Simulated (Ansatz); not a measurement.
Results of PBEsol (Ansatz, an electronic-structure program, plane waves, PAW) for Ag₄HgGe₂S₇ (Cc, No. 9; cell taken from a computed entry).

Numerical settings: plane-wave cutoff 520 eV, 6×6×4 k mesh (along the axes of the cell as run), Fermi–Dirac smearing 0.01 eV, no spin polarisation, scalar-relativistic PAW data made under PBE.

Cell (relaxed with PBEsol):

```
Ag4HgGe2S7
1.0
    8.75047    -3.38481     0.02729
    8.75047     3.38481     0.02729
   -0.53227     0.00000    10.36603
Ag Ge Hg S
8 4 2 14
Cartesian
  8.71070   2.22861   0.04213
  8.44457  -2.22861   5.22514
  9.62989   1.21345   4.00442
  9.36375  -1.21345   9.18744
 12.37725   1.37916   1.03587
 12.11112  -1.37916   6.21888
  4.61778  -0.79395   4.70937
  4.35165   0.79395   9.89239
  7.37952  -1.15553   1.80686
  7.11339   1.15553   6.98987
 11.02182  -2.19501   2.55953
 10.75568   2.19501   7.74255
  5.91674   2.22462   2.90288
  5.65060  -2.22462   8.08589
  8.97900   2.25099   6.19643
  9.24514  -2.25099   1.01342
  2.79247  -0.89298   3.01884
  2.52633   0.89298   8.20185
 12.67733  -1.15705   1.42978
 12.41120   1.15705   6.61279
  5.87222  -1.38071   0.18229
  5.60609   1.38071   5.36531
  6.55385  -2.14848   3.63091
  6.28772   2.14848   8.81392
  7.71192  -0.97425   7.32955
  7.97805   0.97425   2.14654
 10.46809  -1.10437   4.38336
 10.20195   1.10437   9.56637
```

Q: Predict the band gap.

A: 
- band gap: 0.46 eV

Note: this cell isn't known to be the ambient phase, and symmetry holds it in the calculation.

Spin–orbit coupling is not included.

Computed values are for the static lattice.

It cost about 22 core-minutes (a rough figure) of CPU time.
